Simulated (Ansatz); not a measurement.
**Effect of N → Bi on TaN**

The parent structure is TaN in the rock salt structure (space group Fm-3m, No. 225; a = 4.3963 Å).

The change: full substitution N → Bi, then cell and atoms are relaxed.

Calculations: Ansatz (a quantum-chemistry and plane-wave program) r2SCAN, no SOC. k-mesh 14×14×14 (Γ-centred); smearing 0.05 eV (Fermi–Dirac), for the changed cell.

```json
{
  "volume_per_atom": "24.19 Å³ (base 10.62 Å³)",
  "density": "13.38 g/cm³ (base 15.24 g/cm³)",
  "lattice_parameter_a": "5.784 Å (base 4.396 Å)",
  "space_group": "Fm-3m (No. 225) (base Fm-3m (No. 225))",
  "shortest_interatomic_distance": "2.892 Å (base 2.198 Å)",
  "band_gap": "zero (base zero)"
}
```

Final structure:

```
CELL_PARAMETERS angstrom
      0.00000     2.89218     2.89218
      2.89218     0.00000     2.89218
      2.89218     2.89218     0.00000
ATOMIC_POSITIONS crystal
  Bi 0.00000 0.00000 0.00000
  Ta 0.50000 0.50000 0.50000
```

Cost of the whole job for the changed cell (relaxation, final SCF and bands): roughly 2.3 core-minutes.

No phonon test of stability was made. As relaxed here, TaBi is a hypothetical phase, not in the database extracts checked. All final runs are without spin polarisation. TaBi has a high density of states at the Fermi level and may be magnetic at this level. This is not the structure that TaN has at room temperature and ambient pressure.
